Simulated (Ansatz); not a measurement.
Refining one setting for La₃SbO₃ (C2/m, 14 atoms in the cell)

Space group C2/m (No. 12); a = 13.8748 Å, b = 4.1179 Å, c = 12.3615 Å, α = 90.00°, β = 118.60°, γ = 90.00°

| atom | site | symmetry | x | y | z |
|---|---|---|---|---|---|
| La | 4i | m | 0.3811 | 0.0000 | 0.0558 |
| La | 4i | m | 0.3724 | 0.0000 | 0.6011 |
| La | 4i | m | 0.1538 | 0.0000 | 0.7068 |
| Sb | 4i | m | 0.1221 | 0.0000 | 0.1825 |
| O | 4i | m | 0.3107 | 0.5000 | 0.0890 |
| O | 4i | m | 0.4355 | 0.0000 | 0.2980 |
| O | 4i | m | 0.1610 | 0.0000 | 0.5119 |
(The calculation used a cell of 14 atoms; values per cell refer to that cell.)

Method: r2SCAN, default PAW files made with PBE (plane waves; Ansatz, a quantum-chemistry and plane-wave program).

The starting cell comes from a database of computed structures (which also holds hypothetical and non-ambient phases and stackings), without a prior relaxation at this level. Spin-orbit coupling is off. Ansatz's pressure includes its estimate of the finite-basis (Pulay) stress.

Held fixed: basis.ecutwfc = 500 eV; hamiltonian.xc = r2scan; hamiltonian.pseudopotentials = {kind: paw} (the program's default PAW files); scf.occupations.method = fixed.

ΔF is the free energy per atom less that of the last row (11 11 4).

```tsv
kpoints.mp_grid.grid	ΔF (meV/atom)	pressure (GPa)	largest force (eV/Å)	gap on the mesh (eV)	k-points	iterations
1 1 1	91.8	-0.37	0.777	1.393	1	10
2 2 1	48.1	0.78	0.165	1.046	3	9
3 3 1	15.6	0.44	0.076	1.092	4	9
3 3 2	14.6	0.45	0.081	1.094	8	9
4 4 2	4.7	0.37	0.063	1.012	14	9
5 5 2	1.81	0.34	0.062	0.990	18	9
6 6 2	0.80	0.32	0.062	1.009	26	9
7 7 3	0.34	0.32	0.062	0.992	44	9
8 8 3	0.15	0.31	0.062	1.009	57	9
9 9 4	0.06	0.31	0.062	1.000	95	9
11 11 4	0.00	0.31	0.062	0.997	138	9
```

Largest force within 0.01 eV/Å of the last row: from kpoints.mp_grid.grid = 4 4 2 on; the one before it is off by 0.019 eV/Å. The value it settles on is 0.062 eV/Å at this level of theory and with the other settings as held.

Pressure within 0.05 GPa of the last row: from kpoints.mp_grid.grid = 5 5 2 on; the one before it is off by 0.065 GPa. The value it settles on is 0.31 GPa at this level of theory and with the other settings as held.

Gaps are taken between levels on the mesh.

Left out of this page: 1 run of the series stopped by limits of time or memory.

Keys are those of Ansatz 0.2.
